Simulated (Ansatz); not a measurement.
We consider AlAs (model structure, started from the BN type, Pm-3n, No. 223, 12 atoms in the cell), described by HSE06 in Ansatz (plane waves, PAW).

Numerical settings: plane-wave cutoff 460 eV, 4×4×4 k mesh, Fermi–Dirac smearing 0.01 eV, scalar-relativistic PAW data made under PBE.

Cell (relaxed with PBEsol):

AlAs is modelled in the cubic space group Pm-3n (No. 223), Pearson symbol cP12. Lattice parameters: a = 6.9843 Å, b = 6.9843 Å, c = 6.9843 Å, α = 90.00°, β = 90.00°, γ = 90.00°. Al on 6c is coordinated by 4 As at 2.469 Å. As on 6d is surrounded by 4 Al at 2.469 Å. (Neighbours: up to the widest gap in distance over summed covalent radii, below 1.35, at either atom; cation-cation and far metal-metal contacts left out.)

Problem. Give the computed band gap, smallest direct gap on the k points sampled and Γ–Γ gap.

Solution. 
- band gap: 1.92 eV (indirect)
- smallest direct gap on the k points sampled: 2.04 eV
- Γ–Γ gap: 2.14 eV

Note: the relaxation could raise the start's symmetry but not lower it, so the cell can be a saddle point.

Spin–orbit coupling is not included.

Computed values are for the static lattice.

A model structure was made by putting elements into a prototype or built by hand; it is no filed structure, need not be a known phase, and can be a saddle point held by its symmetry.

Ansatz is an electronic-structure program.
